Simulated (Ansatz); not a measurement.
Structures of equal composition on the (000-1) surface of 4H silicon carbide (C plane on top): (√3x√3)R30° Sn adatom at H3; (√3x√3)R30° Sn adatom at T4. The slabs share one bottom face, and each structure is named by its start. These are constructed structures in small cells; real faces may alloy, dewet or reconstruct in larger ones, and not all known structures of the face are among them. Slabs of about 11 Å with all that they carry, Fermi-Dirac smearing of 0.025 eV. Bottom of the slabs: H caps. Relaxed from the named starts with such symmetry as they have, on meshes of like density; energies extrapolated to zero smearing; no spin-orbit coupling, no U. Spin-polarised runs, if any, are marked in brackets, and their order is one that fits the cell; the others ran without spin. Where a second, spin-polarised start was run, the lower counts.

Host crystal: 4H silicon carbide, with a band gap (PBE, scalar-relativistic without spin-orbit coupling).

Computed with r2SCAN, at the PBE geometry (plane waves to 500 eV, PAW; Ansatz, a first-principles code).

### Question
Order them by energy per 1x1 cell (lowest first) at the level r2SCAN, at the PBE geometry.

### Answer
(√3x√3)R30° Sn adatom at H3 (0.000 eV [spin, 1.0 μB a cell], gap 0.34 eV on the mesh), (√3x√3)R30° Sn adatom at T4 (0.051 eV [spin, 1.0 μB a cell], gap 0.23 eV on the mesh)
